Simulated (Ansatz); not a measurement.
Consider interstitial Mg in alpha quartz, charge state +2. Calculation: PBE, PAW (plane waves to 420 eV; Ansatz, a quantum-chemistry and plane-wave program).

Cell of 72 host sites held at the relaxed PBE lattice; the Γ point alone; Fermi-Dirac width 0.01 eV, spin-restricted; finite-size errors left in. Static, classical nuclei. The charge state is imposed; whether it is stable for some Fermi level was not computed. Sites that were not tried may lie lower.

Barriers: single points on a 2×2×2 k-point mesh shifted by half a step along c at the bands' geometries.

Relaxed starting cell (atoms counted from 1):

```yaml
crystal:
  lattice:
    - [10.04225, 0.00000, 0.00000]
    - [-5.02113, 8.69685, 0.00000]
    - [0.00000, 0.00000, 11.01902]
  atoms:
    - { symbol: Si, position: [0.00495, 0.26448, 0.17299] }
    - { symbol: Si, position: [0.99652, 0.22732, 0.66700] }
    - { symbol: Si, position: [0.99919, 0.72632, 0.16858] }
    - { symbol: Si, position: [0.00107, 0.74498, 0.66941] }
    - { symbol: Si, position: [0.50846, 0.24925, 0.16753] }
    - { symbol: Si, position: [0.49160, 0.22432, 0.66157] }
    - { symbol: Si, position: [0.49521, 0.72933, 0.16649] }
    - { symbol: Si, position: [0.50482, 0.75371, 0.66705] }
    - { symbol: Si, position: [0.27232, 0.27225, 0.99893] }
    - { symbol: Si, position: [0.25550, 0.25387, 0.49793] }
    - { symbol: Si, position: [0.25837, 0.74937, 0.99982] }
    - { symbol: Si, position: [0.26686, 0.77457, 0.50586] }
    - { symbol: Si, position: [0.76548, 0.26947, 0.00085] }
    - { symbol: Si, position: [0.75024, 0.24489, 0.50041] }
    - { symbol: Si, position: [0.73972, 0.73429, 0.99441] }
    - { symbol: Si, position: [0.76851, 0.77130, 0.50036] }
    - { symbol: Si, position: [0.23716, 0.00804, 0.32456] }
    - { symbol: Si, position: [0.22826, 0.99066, 0.84279] }
    - { symbol: Si, position: [0.24215, 0.50474, 0.34679] }
    - { symbol: Si, position: [0.23975, 0.49816, 0.82113] }
    - { symbol: Si, position: [0.74896, 0.00159, 0.32471] }
    - { symbol: Si, position: [0.74676, 0.99714, 0.84273] }
    - { symbol: Si, position: [0.74075, 0.50039, 0.34631] }
    - { symbol: Si, position: [0.73702, 0.49411, 0.82059] }
    - { symbol: O, position: [0.13167, 0.23053, 0.10038] }
    - { symbol: O, position: [0.12312, 0.19608, 0.60147] }
    - { symbol: O, position: [0.12056, 0.69262, 0.10099] }
    - { symbol: O, position: [0.14048, 0.72787, 0.61282] }
    - { symbol: O, position: [0.62873, 0.21157, 0.10000] }
    - { symbol: O, position: [0.60753, 0.17535, 0.59751] }
    - { symbol: O, position: [0.60528, 0.67904, 0.09346] }
    - { symbol: O, position: [0.63454, 0.72980, 0.59959] }
    - { symbol: O, position: [0.29544, 0.41988, 0.44353] }
    - { symbol: O, position: [0.30269, 0.41107, 0.91159] }
    - { symbol: O, position: [0.27416, 0.91367, 0.42411] }
    - { symbol: O, position: [0.28764, 0.90692, 0.93587] }
    - { symbol: O, position: [0.78017, 0.40936, 0.44852] }
    - { symbol: O, position: [0.78944, 0.42038, 0.92911] }
    - { symbol: O, position: [0.81061, 0.92776, 0.42497] }
    - { symbol: O, position: [0.80329, 0.91595, 0.95169] }
    - { symbol: O, position: [0.37996, 0.09149, 0.23111] }
    - { symbol: O, position: [0.35956, 0.08535, 0.74327] }
    - { symbol: O, position: [0.36831, 0.57846, 0.23830] }
    - { symbol: O, position: [0.37030, 0.58929, 0.71901] }
    - { symbol: O, position: [0.88677, 0.08287, 0.21582] }
    - { symbol: O, position: [0.88232, 0.07091, 0.74254] }
    - { symbol: O, position: [0.89071, 0.58726, 0.25575] }
    - { symbol: O, position: [0.87518, 0.57893, 0.72384] }
    - { symbol: O, position: [0.42763, 0.30607, 0.06620] }
    - { symbol: O, position: [0.41209, 0.27134, 0.55470] }
    - { symbol: O, position: [0.41629, 0.78744, 0.06759] }
    - { symbol: O, position: [0.43174, 0.82321, 0.56984] }
    - { symbol: O, position: [0.92597, 0.31954, 0.07361] }
    - { symbol: O, position: [0.90379, 0.26880, 0.56800] }
    - { symbol: O, position: [0.90016, 0.76820, 0.06737] }
    - { symbol: O, position: [0.92644, 0.80247, 0.56568] }
    - { symbol: O, position: [0.19496, 0.12844, 0.38662] }
    - { symbol: O, position: [0.18504, 0.09846, 0.93470] }
    - { symbol: O, position: [0.21419, 0.63146, 0.41305] }
    - { symbol: O, position: [0.20561, 0.61315, 0.90112] }
    - { symbol: O, position: [0.71612, 0.13014, 0.38359] }
    - { symbol: O, position: [0.72494, 0.12815, 0.90915] }
    - { symbol: O, position: [0.70797, 0.62862, 0.40535] }
    - { symbol: O, position: [0.69847, 0.61990, 0.88247] }
    - { symbol: O, position: [0.07780, 0.37900, 0.28489] }
    - { symbol: O, position: [0.07882, 0.37009, 0.76191] }
    - { symbol: O, position: [0.08583, 0.90001, 0.23298] }
    - { symbol: O, position: [0.06561, 0.87047, 0.78069] }
    - { symbol: O, position: [0.59151, 0.38523, 0.26648] }
    - { symbol: O, position: [0.58232, 0.36736, 0.75438] }
    - { symbol: O, position: [0.59627, 0.87053, 0.25819] }
    - { symbol: O, position: [0.58539, 0.86854, 0.78384] }
    - { symbol: Mg, position: [0.00046, 0.99936, 0.08381] }
```
Cell charge +2.

End state 1 differs by these moves (Å; atoms that move under 0.25 Å are left out):

```
atom  element     Δx     Δy     Δz
----  -------  -----  -----  -----
34          O  -0.30   0.22   0.21
35          O   0.32  -0.02  -0.17
36          O  -0.43   0.04   0.30
41          O  -0.42  -0.04  -0.29
42          O   0.32   0.01   0.18
47          O  -0.30  -0.22  -0.20
57          O   0.10  -0.20   0.20
58          O   0.06   0.27  -0.21
60          O  -0.19   0.24  -0.17
67          O   0.06  -0.26   0.21
68          O   0.10   0.19  -0.20
69          O  -0.19  -0.24   0.17
73         Mg   1.20   0.00   0.00
```

### Question
Estimate the forward and backward barriers to end state 1 that PBE, PAW returns for this input.

### Answer
forward 0.33 eV, backward 0.021 eV; at the saddle point atom 73 has neighbours 2 O at 2.03, 2 O at 2.15, O at 2.60, O at 2.61 Å. The check of the saddle point's order was inconclusive, and it lies on a symmetry element of the cell, where a band can be held.
